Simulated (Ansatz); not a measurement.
## Carrier properties of C under load (space group Fd-3m)

Data:

```
C
1.0
    0.00000     1.72788     1.72788
    1.72788     0.00000     1.72788
    1.72788     1.72788     0.00000
C
2
Direct
  0.00000   0.00000   0.00000
  0.25000   0.25000   0.25000
```

The numbers are results of r2SCAN, rigid bands (plane waves, PAW, scalar-relativistic; Ansatz, an electronic-structure program), not measurements. Condition of this run: hydrostatic pressure of 44 GPa (compression positive) (the target of the relaxation). Cell: cell and atoms relaxed with PBEsol, then loaded as said.

| Property | Value |
|---|---|
| band gap | 4.58 eV |
| electron conductivity mass (300 K, dilute) | 0.39 mₑ |
| hole conductivity mass (300 K, dilute) | 0.46 mₑ |
| effective density of states N_c (300 K) | 5.3e19 cm⁻³ |
| effective density of states N_v (300 K) | 3.7e19 cm⁻³ |
| density-of-states mass, electrons | 1.64 mₑ |
| density-of-states mass, holes | 1.30 mₑ |
| Seebeck coefficient, n-type 1e19 cm⁻³, 300 K | -360 μV/K |
| best n-type power factor at 300 K for τ = 10 fs (best axis; densities from 1e16 to 1e21 cm⁻³ tried, whether or not they can be reached) | 22 μW/(cm·K²) at 3e20 cm⁻³ |
| Seebeck coefficient, p-type 1e19 cm⁻³, 300 K | 326 μV/K |
| best p-type power factor at 300 K for τ = 10 fs (best axis; densities from 1e16 to 1e21 cm⁻³ tried, whether or not they can be reached) | 12.8 μW/(cm·K²) at 1e20 cm⁻³ |

Rigid bands; masses and Seebeck coefficients take one relaxation time τ for all states and one kind of carrier; polarons and phonon drag are left out. Spin-orbit coupling is left out. Geometry: cell and atoms relaxed with PBEsol.
